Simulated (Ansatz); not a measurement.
Polymorphs of KBr, PBEsol with spin-orbit coupling, rigid bands in Ansatz (a first-principles code); geometry: cell and atoms relaxed with PBEsol.
- Pm-3m, primitive cell of 2: a = 3.9330 Å, b = 3.9330 Å, c = 3.9330 Å, α = 90.00°, β = 90.00°, γ = 90.00°
- Fm-3m, primitive cell of 2: a = b = c = 4.6313 Å, α = β = γ = 60.00°

```csv
Space group,volume per atom (Å³),band gap,electron conductivity mass,hole conductivity mass,"Seebeck coefficient, n-type 1e19 cm⁻³"
Pm-3m,30.4,(withheld),0.33 mₑ,1.14 mₑ,(withheld)
Fm-3m,35.1,4.18 eV,0.38 mₑ,2.5 mₑ,-180 μV/K
```

Task: What belongs in the gaps?

Result: 
- Pm-3m, band gap: 3.94 eV
- Pm-3m, Seebeck coefficient, n-type 1e19 cm⁻³: -165 μV/K

Masses are for dilute carriers at 300 K, harmonic means over directions unless an axis is named. Seebeck coefficients are for the stated density at 300 K, with one relaxation time for all states and whether or not that doping can be reached.

Computed structure with no diffraction record at hand here (it may be known, metastable or hypothetical): KBr (Pm-3m).
